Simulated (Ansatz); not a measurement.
# VIr3 (Pm-3m, No. 221, 4 atoms in the cell; start mp-1082)

The numbers are results of LDA (plane waves, PAW; Ansatz, a program for electronic structure), not measurements.

Settings: plane-wave cutoff 520 eV, 14×14×14 k mesh, Fermi–Dirac smearing 0.05 eV, no spin polarisation, scalar-relativistic PAW data made under PBE.

Cell (relaxed at this level):

Ir3V is taken in the cubic space group Pm-3m (No. 221), the Cu3Au type structure, Pearson symbol cP4. Cell: a = 3.773 Å, b = 3.773 Å, c = 3.773 Å, α = 90.00°, β = 90.00°, γ = 90.00°. V on 1a is coordinated by 12 Ir at 2.668 Å (cuboctahedral). Ir on 3c has 8 Ir at 2.668 Å and 4 V at 2.668 Å (cuboctahedral). (Neighbours: up to the widest gap in distance over summed covalent radii, below 1.35, at either atom.)

```yaml
bulk_modulus: 373 GPa
```

Note: the run has no spin polarisation, so it can have missed a magnetic state; the bulk modulus is −V dP/dV from two relaxed cells at ±2 % in volume; the relaxation could not lower the start's symmetry, so the cell can be a saddle point above a distorted one.

Spin–orbit coupling is not included.

It cost around 60 core-seconds (rough) of CPU time.

A start named mp-… is a Materials Project structure, which need not be a measured phase.
